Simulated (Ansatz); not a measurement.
Results of LDA in Ansatz (plane waves, PAW) for Sb2O3 (Fd-3m, No. 227).

Settings: plane-wave cutoff 520 eV, 6×6×6 k mesh, perturbation theory, scalar-relativistic PAW data made under PBE.

Computed at the level's own relaxed cell.

### Question
What does this level give for the high-frequency dielectric constant and dielectric constant ε0 (ions relaxed)?

### Answer

- high-frequency dielectric constant = 5.26
- dielectric constant ε0 (ions relaxed) = 13.6

Note: the relaxation could not lower the start's symmetry, so the cell can be a saddle point above a distorted one; the volume lies 7 % below that of the published cell.

Spin–orbit coupling is not included.

Ansatz is a quantum-chemistry and plane-wave program.
